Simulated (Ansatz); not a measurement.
Levels about the gap of amorphous IGZO (In₁₀Ga₁₀Zn₁₀O₄₀) (70 atoms in a cell of 864 Å³, 6.04 g/cm³; zone centre alone, so wide bands show as single levels with stretches between that a denser mesh fills), at the geometry that PBE relaxed, where it gives 0.2 GPa on a denser mesh. The participation number counts the atoms over which a state spreads; weights are charges in smoothed Voronoi cells. The levels come from a single point, so bond lengths are those of that geometry. Method of the levels: r2SCAN, scalar-relativistic without spin-orbit coupling (Ansatz, an electronic-structure program). Sampling: the zone centre alone; Fermi-Dirac width 0.02 eV; no spin polarisation. At PBE the levels at the filled edge of the gap are localised (band-tail or defect states).

It comes from a melt-quench run on a machine-learned potential (CHGNet), relaxed afterwards by DFT. O atoms were pushed apart under 1.9 Å during the dynamics, to hinder bonds among them. The hot cell started wider than the set density and was brought back towards it in steps. It is the lowest in DFT energy of 2 quenches. It is a model cell: composition and starting density were chosen by hand, and all elements were melted together. No dispersion term was used. Its density started from a set value of 6.09 and ended at 6.04 g/cm³. The quench (nominally 84 K/ps over its main leg) was far faster than any real one, so the model tends to hold more defects than a real film. Values belong to this one cell and scatter from quench to quench. The volume was free in the relaxation, at fixed shape. Stress components on the final sampling reach 1.4 GPa.

```tsv
E - E(highest filled), eV	filling	participation number	largest on	weight O	weight In	weight Zn	weight Ga
-0.30	filled	20.1	O, 3 neighbours	0.91	0.02	0.06	0.02
-0.27	filled	28.9	O, 3 neighbours	0.86	0.02	0.10	0.02
-0.24	filled	21.0	O, 3 neighbours	0.87	0.03	0.09	0.01
-0.22	filled	18.9	O, 3 neighbours	0.84	0.02	0.12	0.02
-0.18	filled	9.8	O, 4 neighbours	0.86	0.02	0.11	0.01
-0.12	filled	19.0	O, 4 neighbours	0.88	0.02	0.08	0.01
0.00	filled	5.9	O, 3 neighbours	0.89	0.01	0.08	0.02
1.18	empty	63.1	In, 5 neighbours	0.48	0.23	0.16	0.14
3.95	empty	22.6	In, 5 neighbours	0.55	0.23	0.10	0.12
4.09	empty	39.3	In, 5 neighbours	0.57	0.31	0.08	0.05
4.25	empty	21.2	In, 5 neighbours	0.56	0.28	0.09	0.06
4.40	empty	35.9	In, 6 neighbours	0.58	0.27	0.07	0.07
4.40	empty	46.8	Zn, 4 neighbours	0.57	0.21	0.11	0.10
4.55	empty	44.9	In, 6 neighbours	0.57	0.18	0.12	0.14
```

Most localised among these is the filled level at +0.00 eV, on a O atom, which has 3 neighbours (Ga 1.88 Å, Zn 2.10 Å, In 2.12 Å).
